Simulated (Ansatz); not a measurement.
The parent structure is HfS$_{2}$ in the CdI2 type structure (space group P-3m1, No. 164; a = 3.6057 Å, c = 5.7676 Å; layered, stacked along the Cartesian z axis). Axes: x lies along a and z along c of the hexagonal cell.

All numbers come from Ansatz (an electronic-structure program), PBE-D3(BJ), PAW, cutoff 420 eV, no SOC.

Perturbation: an isotropic linear strain of +0.50 %, atoms relaxed at fixed cell.

### Question
Predict the stress tensor and what it implies for the stiffness.

### Answer
Stress of the strained cell less that of the base (GPa, compression positive):
```
  -0.85    0.00    0.00
   0.00   -0.85    0.00
   0.00    0.00   -0.25
```

Then B = −ΔP/(ΔV/V₀) with ΔV/V₀ = 0.0151 gives secant stiffness values (nonlinear terms included at this strain): B (at held cell shape, above the free-shape value) ≈ 43 GPa.

Stability against distortions was not tested.
